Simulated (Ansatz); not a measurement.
# MgTe: response to strain

Base system: MgTe in the zinc blende structure (space group F-43m, No. 216).

```yaml
crystal:
  lattice:
    - [0.00000, 3.21965, 3.21965]
    - [3.21965, 0.00000, 3.21965]
    - [3.21965, 3.21965, 0.00000]
  atoms:
    - { symbol: Mg, position: [0.00000, 0.00000, 0.00000] }
    - { symbol: Te, position: [0.25000, 0.25000, 0.25000] }
```

Strains are applied to the cell and any free atomic positions relax.

The values are results of Ansatz (a first-principles code), PBEsol, PAW, cutoff 420 eV, spin-orbit coupling left out, not measurements.

Computed cases, in order: isotropic strain −3.00 %; isotropic strain −2.50 %; isotropic strain −2.00 %; isotropic strain −1.50 %; isotropic strain −1.00 %; isotropic strain −0.50 %; the unstrained base; isotropic strain +0.50 %; isotropic strain +1.00 %; isotropic strain +1.50 %; isotropic strain +2.00 %; isotropic strain +2.50 %; isotropic strain +3.00 %.

Q: Between which two neighbouring cases does the gap turn between direct and indirect?

A: Between isotropic strain −2.50 % (2.59 eV, indirect, Γ → X) and isotropic strain −2.00 % (2.62 eV, direct at Γ). The whole series: isotropic strain −3.00 %: 2.57 eV, indirect, Γ → X; isotropic strain −2.50 %: 2.59 eV, indirect, Γ → X; isotropic strain −2.00 %: 2.62 eV, direct at Γ; isotropic strain −1.50 %: 2.55 eV, direct at Γ; isotropic strain −1.00 %: 2.48 eV, direct at Γ; isotropic strain −0.50 %: 2.41 eV, direct at Γ; the unstrained base: 2.35 eV, direct at Γ; isotropic strain +0.50 %: 2.28 eV, direct at Γ; isotropic strain +1.00 %: 2.22 eV, direct at Γ; isotropic strain +1.50 %: 2.16 eV, direct at Γ; isotropic strain +2.00 %: 2.10 eV, direct at Γ; isotropic strain +2.50 %: 2.04 eV, direct at Γ; isotropic strain +3.00 %: 1.98 eV, direct at Γ.

With Te present, leaving out spin-orbit coupling can change the band edges. Stability against distortions was not tested.
